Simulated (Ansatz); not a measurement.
By PBEsol, the system below comes out a metal.

The ballistic (Sharvin) conductance counts the channels at the Fermi level: G/A = (e²/h) × channels of both spins per area.

```xyz
2
Lattice="5.3326 0.0000 0.0000 0.0000 5.7006 0.0000 0.0000 2.8503 1.6456" Properties=species:S:1:pos:R:3 pbc="T T T"
Sc     3.9994     6.6507     1.6456
Sc     1.3331     4.7505     1.6456
```

Space group of this cell: P6_3/mmc, hcp (Mg type). The cell is taken as given; by PBEsol its mean pressure is -2.8 GPa.

The current flows along the normal of the first two printed cell vectors, the (110) plane of the conventional cell. No spin-orbit coupling; the value is a mean over 0.1 eV about the Fermi level.

Predict the ballistic conductance per area from PBEsol (Ansatz, an electronic-structure program).

0.65 × 10¹⁵ S/m² for both spins.
